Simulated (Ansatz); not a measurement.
Data:

```yaml
crystal:
  lattice:
    - [0.00000, 2.22877, 2.22877]
    - [2.22877, 0.00000, 2.22877]
    - [2.22877, 2.22877, 0.00000]
  atoms:
    - { symbol: Ga, position: [0.00000, 0.00000, 0.00000] }
    - { symbol: N, position: [0.25000, 0.25000, 0.25000] }
```

No spin polarisation.

All numbers come from plane-wave PAW DFT at the PBE level (Ansatz, a quantum-chemistry and plane-wave program, 420 eV), spin-orbit coupling left out. Γ-centred 12×12×12 mesh, Fermi–Dirac width 0.05 eV.

Question: Predict the band gap and hole mass.

Answer: The band gap is 1.93 eV. The hole mass (degenerate bands, along [100]) comes out as 0.18, 0.86, 0.86 mₑ (at Γ).

The cells carry an imposed strain or load. Effective masses come from finite differences of ±0.01 Å⁻¹. Stability against distortions was not tested. The cell was made from GaN in the zinc blende structure (space group F-43m, No. 216) by this change: isotropic strain −2.00 %. This is not the structure that GaN has at room temperature and ambient pressure.
